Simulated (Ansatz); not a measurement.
Take TiAl (space group P4/mmm, No. 123; a = 2.796 Å, c = 4.038 Å; relaxed with 0.1 eV smearing) as the base. Axes: x, y, z lie along a, b, c of the conventional cell.

Calculations: PBEsol, PAW, 420 eV (Ansatz, a first-principles code; without spin-orbit coupling), earlier PAW set.

Now apply this change: the cell is compressed by 0.91 % along z with no lateral relaxation; the atoms relax in the strained cell.

### Question
Predict the new stress and energy relative to the base.

### Answer
The stress (xx, yy, zz, yz, xz, xy; compression positive) is (0.9, 0.9, 1.6, 0.0, 0.0, 0.0) GPa; the energy goes up by 0.7 meV/atom.

Stability against distortions was not tested. The final runs are not spin-polarised.
